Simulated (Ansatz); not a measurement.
Consider TiC in the rock salt structure (space group Fm-3m, No. 225; a = 4.328 Å; relaxed with 0.1 eV smearing).

Computed with r2SCAN, PAW, 500 eV (Ansatz, an electronic-structure program; no SOC).

Base values:

| Property | Value |
|---|---|
| Pressure | 0.0 GPa |

Now apply this change: the cell is scaled by 1.0286 in all directions; the atoms relax in the strained cell.

What happens to the energy relative to the base and pressure?

The energy grows by 56 meV/atom; the pressure goes from zero to -18.7 GPa.

Whether these cells are dynamically stable was not tested. The final runs are not spin-polarised.
